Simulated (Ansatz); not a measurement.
Consider HfGe₂ (space group Cmcm, No. 63; a = 3.781 Å, b = 14.744 Å, c = 3.747 Å). Axes: x, y, z lie along a, b, c of the conventional cell.

The values are results of PBEsol (Ansatz, a quantum-chemistry and plane-wave program; PAW; 420 eV plane waves; spin-orbit coupling left out), earlier PAW set, not measurements.

For the base:

The pressure is 0.0 GPa. The shortest interatomic distance comes out as 4.910 bohr.

Modification: compressive biaxial strain of 3.39 % in the plane normal to [001], as in epitaxy on a mismatched substrate; the out-of-plane cell vector and the atoms relax.

### Question
How does this affect the pressure and shortest interatomic distance?

### Answer
The pressure (mean of the normal stresses, compression positive) goes from zero to 5.0 GPa; the shortest interatomic distance increases by 0.032 bohr, from 4.910 bohr to 4.942 bohr.

Without a gap, meshes like the base's 13×13×12 leave anisotropic stresses uncertain by several tenths of a GPa, and small strain energies with them. Whether these cells are dynamically stable was not tested. All final runs are without spin polarisation.
